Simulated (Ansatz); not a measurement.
This Ansatz (a first-principles code) input is the reference run, HgS (space group P3_221, No. 154; made of chains), computed with DFT with PBE, PAW potentials and a 420 eV plane-wave cutoff in Ansatz, no SOC, earlier PAW set:

Ansatz 0.2 input:
```yaml
crystal:
  lattice:
    - [4.4667369831, 0, 0]
    - [-2.2333684916, 3.8683076994, 0]
    - [0, 0, 9.7590773505]
  atoms:
    - { symbol: Hg, position: [0.7694798185, 0, 0.6666666667] }
    - { symbol: Hg, position: [0, 0.7694798185, 0.3333333333] }
    - { symbol: Hg, position: [0.2305201815, 0.2305201815, 0] }
    - { symbol: S, position: [0.4466552462, 0, 0.1666666667] }
    - { symbol: S, position: [0, 0.4466552462, 0.8333333333] }
    - { symbol: S, position: [0.5533447538, 0.5533447538, 0.5] }
basis: { ecutwfc: 420, ecutrho_ratio: 4, xc_grid: 2, fft_grid_basis: typed }
kpoints: { mp_grid: { grid: [9, 9, 4] } }
hamiltonian:
  xc: pbe
  dispersion: none
  pseudopotentials: { azcp: { folder: ./paw }, kind: paw }
scf: { occupations: { method: fermi_dirac, width: 0.05 }, convergence: { dr2_threshold: 0.0000000006 } }
output: { forces: true, stress: true }
checkpoint: { write: state.ck, write_every: 1000 }
```

Q: Write the input for this change: tensile biaxial strain of 0.64 % in the plane normal to [001], as in epitaxy on a mismatched substrate; the out-of-plane cell vector and the atoms relax.

A: 
Ansatz 0.2 input:
```yaml
crystal:
  lattice:
    - [4.4953240998, 0, 0]
    - [2.2476620499, 3.8930648687, 0]
    - [0, 0, 9.727848303]
  atoms:
    - { symbol: Hg, position: [0.7694798185, 0.2305201815, 0.6666666667] }
    - { symbol: Hg, position: [1, 0.7694798185, 0.3333333333] }
    - { symbol: Hg, position: [0.2305201815, 0, 0] }
    - { symbol: S, position: [0.4466552462, 0.5533447538, 0.1666666667] }
    - { symbol: S, position: [1, 0.4466552462, 0.8333333333] }
    - { symbol: S, position: [0.5533447538, 0, 0.5] }
basis: { ecutwfc: 420, ecutrho_ratio: 4, xc_grid: 2, fft_grid_basis: typed }
kpoints: { mp_grid: { grid: [9, 9, 4] } }
hamiltonian:
  xc: pbe
  dispersion: none
  pseudopotentials: { azcp: { folder: ./paw }, kind: paw }
scf: { occupations: { method: fermi_dirac, width: 0.05 } }
relax: { f_tol: 0.005, max_steps: 50, cell: { stress_tol: 0.01, fix: [a, b, gamma] } }
output: { forces: true, stress: true }
checkpoint: { write: state.ck, write_every: 1000 }
```
This is the input that was run; other choices of cell and start would serve too.

No phonon test of stability was made. No dispersion term is included, though the crystal is made of layers, chains or molecules, so its spacings can come out too wide.
